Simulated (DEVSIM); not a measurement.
Structure: abrupt Si n-p junction, at 250 K.

Layer 1 from the left is Si, thickness (μm) 4.90, Nd (cm⁻³) 6.9e15, τn (s) 0.00045, τp (s) 0.00045. Layer 2 from the left is Si, thickness (μm) 78.0, Na (cm⁻³) 4.2e15, τn (s) 0.00045, τp (s) 0.00045.

Left contact: ohmic. Right contact: ohmic. Voltage is applied to the left contact. Recombination: SRH at mid-gap, radiative. Mobility is μmin + (μ − μmin)/(1 + (N/Nref)^α).

This is a model device: material constants are rounded textbook-type values typed into the input, and sizes, dopings and lifetimes were drawn at random. Values at 300 K; Nc and Nv go as T^1.5, mobilities as T to minus their exponent, the gap by Varshni's rule with the affinity fixed.

Si: gap (eV) 1.124, affinity (eV) 4.05, permittivity 11.7, Nc (cm⁻³) 2.86e19, Nv (cm⁻³) 3.1e19, μn (cm²/Vs) 1417, μp (cm²/Vs) 470, μn,min 52, μp,min 45, Nref,n 9.7e16, Nref,p 2.2e17, αn 0.68, αp 0.72, T exponent of μn 2.3, T exponent of μp 2.2, B (cm³/s) 4.7e-15, Varshni α (eV/K) 0.000473, Varshni β (K) 636.

Simulated with DEVSIM: 1D drift-diffusion, Boltzmann statistics, complete ionisation; no tunnelling, impact ionisation, image-force lowering or self-heating.

Dark forward current:

```
|V| (V)  |J| (A/cm²)
-------  -----------
0.05       1.652e-13
0.10       1.052e-12
0.15       7.691e-12
0.20       6.739e-11
0.25       6.484e-10
0.30        6.468e-9
0.35        6.534e-8
0.40        6.628e-7
0.45        6.732e-6
0.50        6.840e-5
0.55       0.0006946
0.60        0.007029
0.65         0.06891
0.70          0.5429
0.75           2.415
0.80           6.560
0.85           13.53
0.90           23.68
0.95           37.22
1.00           54.25
1.05           74.85
1.10           99.06
1.15           126.9
1.20           158.4
1.25           193.5
1.30           232.3
```

Problem. Work out the local ideality factor n = ΔV / (kT/q · ln(J2/J1)) between the rows 0.10 and 0.15 V, 0.45 and 0.50 V, 1.25 and 1.30 V.

Solution. kT/q = 21.54 mV. From 0.10 to 0.15 V: ln(7.691e-12/1.052e-12) = 1.989, n = 1.17. From 0.45 to 0.50 V: ln(6.840e-5/6.732e-6) = 2.319, n = 1.00, near the 1 of diffusion or emission over a barrier. From 1.25 to 1.30 V: ln(232.3/193.5) = 0.183, n = 12.70.

Problem. Estimate the current at 0.40 V from the Shockley equation with J0 = Σ q ni² D/(N L) coth(W/L), τ joining the SRH, radiative and Auger lifetimes that are on, and W taken as the whole layer.

Solution. ni² = 6.36e15 cm⁻⁶; holes in the n layer: μ = 653 cm²/Vs, D = 14.1 cm²/s, τ = 0.000444 s, L = 790 μm, W/L = 0.0062, term 4.24e-15 A/cm²; electrons in the p layer: μ = 1940 cm²/Vs, D = 41.7 cm²/s, τ = 0.000446 s, L = 1360 μm, W/L = 0.057, term 1.30e-15 A/cm². J0 = 5.54e-15 A/cm², and J = J0 exp(qV/kT) = 6.44e-7 A/cm². The simulation gives 6.63e-7 A/cm²; the estimate lies 2.9 % below. The estimate leaves out recombination in the depletion region and that region's share of W.
